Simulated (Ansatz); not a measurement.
## PdP2, carrier doping

Base system: PdP$_{2}$ (space group C2/c, No. 15; a = 6.7779 Å, b = 5.8458 Å, c = 5.8554 Å, α = γ = 90.00°, β = 122.01°; a cell from a computed database, its experimental status unchecked).

Carriers are added at fixed cell with a uniform background; the Fermi–Dirac width is that of 300 K.

Level of theory: PBEsol (Ansatz, a program for electronic structure, PAW, scalar-relativistic without spin-orbit coupling).

Notes on the quantities. Fermi level from band edge: Fermi level relative to the doped band's edge (positive inside the band; to 0.05 eV).

```json
[
 {"electron density (10^21 cm⁻³)": "2", "Fermi level from band edge (eV)": "0.50"},
 {"electron density (10^21 cm⁻³)": "3", "Fermi level from band edge (eV)": "?"},
 {"electron density (10^21 cm⁻³)": "5", "Fermi level from band edge (eV)": "0.75"},
 {"electron density (10^21 cm⁻³)": "10", "Fermi level from band edge (eV)": "1.00"}
]
```

Task: Fit E_F = C n^s, fitted as a line in log–log form (a parabolic band gives s = 2/3) to the rows shown and predict the withheld row.

Result: Least squares on the printed values gives C = 0.37 eV, s = 0.43 (largest residual 0.01 eV); this predicts 0.60 eV, and the run gives 0.60 eV, in agreement.

Charged cell with a jellium background: band edges are those of the host's band count, energies are not comparable with the neutral cell, and many-body gap narrowing is missing. Whether these cells are dynamically stable was not tested.
